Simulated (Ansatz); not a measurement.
## A computed series for SiC: response to strain

Consider SiC in the zinc blende structure (space group F-43m, No. 216; a = 4.329 Å). Axes: x, y, z lie along the cube axes.

Strains are applied to the cell and any free atomic positions relax; under biaxial strain the out-of-plane vector relaxes too.

Computed with Kohn–Sham DFT with the LDA functional, run in Ansatz (a first-principles code) with PAW and 420 eV plane waves, no SOC.

```json
[
 {"biaxial strain, plane normal [001], relaxed out of plane (%)": "0", "band gap (eV)": "1.30"},
 {"biaxial strain, plane normal [001], relaxed out of plane (%)": "0.5", "band gap (eV)": "1.22"},
 {"biaxial strain, plane normal [001], relaxed out of plane (%)": "1", "band gap (eV)": "1.13"},
 {"biaxial strain, plane normal [001], relaxed out of plane (%)": "1.5", "band gap (eV)": "?"},
 {"biaxial strain, plane normal [001], relaxed out of plane (%)": "2", "band gap (eV)": "0.97"},
 {"biaxial strain, plane normal [001], relaxed out of plane (%)": "2.5", "band gap (eV)": "0.89"},
 {"biaxial strain, plane normal [001], relaxed out of plane (%)": "3", "band gap (eV)": "0.82"}
]
```

Question: Fit E_g = E₀ + Dε (ε in %) to the rows shown and predict the withheld row.

Answer: Least squares on the printed values gives E₀ = 1.30 eV, D = -161 meV per % of strain (largest residual 0.01 eV); this predicts 1.06 eV, and the run gives 1.05 eV, in agreement.

Stability against distortions was not tested.
